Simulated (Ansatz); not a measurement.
Start from Os in the hcp (Mg type) structure (space group P6_3/mmc, No. 194; a = 2.738 Å, c = 4.318 Å; relaxed with 0.1 eV smearing). Axes: x lies along a and z along c of the hexagonal cell.

All numbers come from r2SCAN in Ansatz (plane waves to 500 eV, PAW, no spin-orbit coupling).

Base values:

The pressure is 0.0 GPa. The band gap is zero.

Perturbation: biaxial strain −0.43 %, plane normal [001], relaxed out of plane (Cartesian); in-plane vectors clamped, the third vector and the atoms free.

### Question
What happens to the out-of-plane strain, pressure and band gap?

### Answer
The out-of-plane strain amounts to +0.23 %; the pressure (mean of the normal stresses, compression positive) goes from zero to 2.6 GPa; the band gap stays zero.

Stability against distortions was not tested. All final runs are without spin polarisation.

Ansatz is a program for electronic structure.
